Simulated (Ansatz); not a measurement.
# Defect calculation: Ga_Si in an ordered model of ordered Si6Ge2 alloy

Method: PBE, PAW (plane waves to 420 eV; Ansatz, a first-principles code). A supercell of 64 sites (2×2×2 repeats of a cell of 8 atoms) was used; the energies come from a 2×2×2 shifted sampling of its zone. Site at the start: the Si(2) site. Finite-size correction: monopole term and site-potential alignment. Dielectric constants: PBE linear response of the host. Host gap at this level: 0.38 eV. These values are not converged in cell size to better than tenths of an eV. Levels are measured in PBE's own, too narrow, gap. Spin–orbit coupling is left out. Each state is the lowest found from its start.

Charges with a result: +2, +1, 0, −1. Others weren't obtained, and one of them could lie lower, also by skipping a charge.

| charge | moment (μB) | largest move off a lattice site (Å) | image correction with alignment (eV) |
|---|---|---|---|
| +2* | quenched | 0.07 | – |
| +1* | not spin-polarised | 0.06 | – |
| 0* | quenched | 0.05 | – |
| −1 | not spin-polarised | 0.04 | 0.09 |

* At this level the carrier isn't localised at the defect: at charge +2 holes occupy the valence band; at charge +1 holes occupy the valence band; at charge 0 holes occupy the valence band. Such a state is shallow or no state of the defect, and this cell gives it no level.

Starting moments that weren't kept: charge +2 began with 1 μB and ended with 0.0; charge 0 began with 1 μB and ended with 0.0.

Flagged in the runs: a doubtful potential alignment, a host whose relaxation on this sampling wasn't shown to rest.

All states together cost about 4 core-hours (a rough figure).
